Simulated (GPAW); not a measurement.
Band structure of CuGe3 (P6_3/mmc, 8 atoms in the cell).

```
CuGe3
1.0
    4.34544     0.00000     0.00000
   -2.17272     3.76326     0.00000
    0.00000     0.00000     8.93492
Cu Ge
2 6
Cartesian
  2.17272   1.25442   6.70119
  0.00000   2.50884   2.23373
  2.17272   1.25442   0.67557
  0.00000   2.50884   8.25935
  0.00000   2.50884   5.14303
  2.17272   1.25442   3.79189
  0.00000   0.00000   6.70119
  0.00000   0.00000   2.23373
```

Method of the run: PBEsol, GPAW PAW datasets PBEsol (made by gpaw-setup) (plane waves; GPAW 25.7.0).

Settings: mode = pw; ecut = 800 eV; xc = PBEsol; kpts = 5 5 3; mesh shift (steps) = 0 0 0; occupations.name = fermi-dirac; occupations.width = 0.1 eV; nbands = -12; convergence.density = 1e-05 e/electron; convergence.energy = 1e-05 eV/electron; symmetry.symmorphic = false; symmetry.tolerance = 0.0005; maxiter = 150; bandpath_npoints = 40.

The starting cell comes from a database of computed structures (which also holds hypothetical and non-ambient phases and stackings), without a prior relaxation at this level. Spin polarisation is off.

Levels in eV from the Fermi level, bands 19 to 26:
```tsv
point	19	20	21	22	23	24	25	26
Γ	-0.66	-0.64	-0.06	-0.06	0.06	0.06	0.42	0.68
M	-2.53	-2.23	-1.31	-0.95	-0.93	-0.90	0.09	0.68
K	-2.23	-0.92	-0.92	-0.76	-0.76	-0.60	0.01	2.93
A	-0.70	-0.70	-0.22	-0.22	0.22	0.22	0.22	0.22
L	-2.73	-2.73	-1.57	-1.57	0.31	0.31	0.63	0.63
H	-2.62	-2.62	-1.88	-1.88	1.72	1.72	1.87	1.87
```

Bands cross the Fermi level along this path, so the cell is metallic at this level.
